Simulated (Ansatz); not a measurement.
The parent structure is PbSe in the rock salt structure (space group Fm-3m, No. 225; a = 6.178 Å). Axes: x, y, z lie along the cube axes.

Method: DFT with r2SCAN, PAW potentials and a 500 eV plane-wave cutoff in Ansatz (an electronic-structure program), spin-orbit coupling left out, earlier PAW set.

Strains are applied to the cell and any free atomic positions relax.

One change was made to it. Results:

The band gap rises by 0.173 eV to 0.85 eV; the energy rises by 16 meV/atom.

### Question
Name the change that was made.
A. strain tensor (xx, yy, zz, yz, xz, xy) = (+0.09, −0.95, −0.35, +1.18, −1.78, +0.38) %
B. uniaxial strain ε_xx = +1.42 %
C. isotropic strain +2.00 %
D. uniaxial strain ε_yy = −1.03 %

### Answer
C, isotropic strain +2.00 %. For comparison, the band gap in the other runs: uniaxial strain ε_xx = +1.42 % gives 0.71 eV; uniaxial strain ε_yy = −1.03 % gives 0.64 eV; strain tensor (xx, yy, zz, yz, xz, xy) = (+0.09, −0.95, −0.35, +1.18, −1.78, +0.38) % gives 0.34 eV.

With Pb present, leaving out spin-orbit coupling can change the band edges. Stability against distortions was not tested.
